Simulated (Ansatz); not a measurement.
How far to go with the k-point mesh: YAl2 (R3m, 6 atoms in the cell)

```yaml
crystal:
  lattice:
    - [0.00000, 3.91266, 3.91266]
    - [3.91266, 0.00000, 3.91266]
    - [3.91266, 3.91266, 0.00000]
  atoms:
    - { symbol: Y, position: [0.75369, 0.75369, 0.75369] }
    - { symbol: Y, position: [0.50000, 0.50000, 0.50000] }
    - { symbol: Al, position: [0.12500, 0.62500, 0.12500] }
    - { symbol: Al, position: [0.12500, 0.12500, 0.12500] }
    - { symbol: Al, position: [0.62500, 0.12500, 0.12500] }
    - { symbol: Al, position: [0.12500, 0.12500, 0.62500] }
```

Level of theory: PBEsol, default PAW files made with PBE (plane waves; Ansatz, an electronic-structure program).

Base settings: basis.ecutwfc = 420 eV; kpoints.mp_grid.grid = 7 7 7; hamiltonian.xc = pbesol; hamiltonian.pseudopotentials = {kind: paw} (the program's default PAW files); scf.occupations.method = fermi_dirac; scf.occupations.width = 0.1 eV.

The second cell is the first with its lattice scaled by 0.98.

Only quantities that move along the ladder and can be compared are tabulated.

The count of work is k-points × plane waves × bands × iterations; it is no time. Core times come from one kind of shared machine, to one figure; runs under 30 s give none.

The starting cell comes from a database of computed structures (which also holds hypothetical and non-ambient phases and stackings), without a prior relaxation at this level. Its lattice was rescaled by up to half a per cent. One atom was moved a little off its site on purpose. Ansatz's pressure includes its estimate of the finite-basis (Pulay) stress.

| kpoints.mp_grid.grid | free energy less the last step's (meV/atom) | energy of the compressed cell less the first (meV/atom) | pressure (GPa) | largest difference of a force vector from the last step's (eV/Å) | count of work / last | core time / last (rough) |
|---|---|---|---|---|---|---|
| 1 1 1 | -102.79 | -11.11 | -3.58 | 0.103 | 0.0013 | – |
| 2 2 2 | 98.15 | 21.06 | 0.19 | 0.175 | 0.0036 | – |
| 3 3 3 | 42.24 | 12.09 | -0.97 | 0.012 | 0.0046 | – |
| 4 4 4 | -13.14 | 17.26 | -0.32 | 0.002 | 0.0099 | – |
| 5 5 5 | 3.15 | 15.22 | -0.59 | 0.005 | 0.014 | – |
| 6 6 6 | -1.59 | 15.51 | -0.54 | 0.007 | 0.024 | – |
| 7 7 7 | 0.14 | 15.51 | -0.54 | 0.004 | 0.034 | – |
| 8 8 8 | 0.23 | 15.45 | -0.55 | 0.001 | 0.050 | – |
| 9 9 9 | -0.09 | 15.52 | -0.54 | 0.001 | 0.065 | – |
| 10 10 10 | 0.05 | 15.53 | -0.54 | 0.000 | 0.088 | – |
| 11 11 11 | 0.03 | 15.51 | -0.54 | 0.000 | 0.11 | – |
| 13 13 13 | 0.02 | 15.51 | -0.54 | 0.000 | 0.18 | 0.2 |
| 14 14 14 | 0.00 | 15.51 | -0.55 | 0.000 | 0.22 | 0.3 |
| 16 16 16 | 0.01 | 15.51 | -0.54 | 0.000 | 0.32 | 0.3 |
| 18 18 18 | 0.00 | 15.51 | -0.54 | 0.000 | 0.44 | 0.4 |
| 19 19 19 | 0.00 | 15.51 | -0.54 | 0.000 | 0.51 | 0.9 |
| 22 22 22 | 0.00 | 15.51 | -0.54 | 0.000 | 0.78 | 0.7 |
| 24 24 24 | 0.00 | 15.51 | -0.54 | 0.000 | 1.0 | 1 |

Coarsest kpoints.mp_grid.grid that holds the energy of the compressed cell less the first within 1 meV/atom of the last step, with all finer ones: 5 5 5, at 0.014 of the last step's count of work; the step before is off by 1.7 meV/atom.

Coarsest kpoints.mp_grid.grid that holds the free energy within 0.5 meV/atom of the last step, with all finer ones: 7 7 7, at 0.034 of the last step's count of work; the step before is off by 1.6 meV/atom.

Coarsest kpoints.mp_grid.grid that holds the forces within 0.02 eV/Å of the last step, with all finer ones: 3 3 3, at 0.0046 of the last step's count of work; the step before is off by 0.18 eV/Å.

The energy difference between the two cells stays within 1 meV/atom of the last step's from 5 5 5 on, the total only from 7 7 7 on: much of the error is common to both cells and cancels.

Keys are those of Ansatz 0.2.
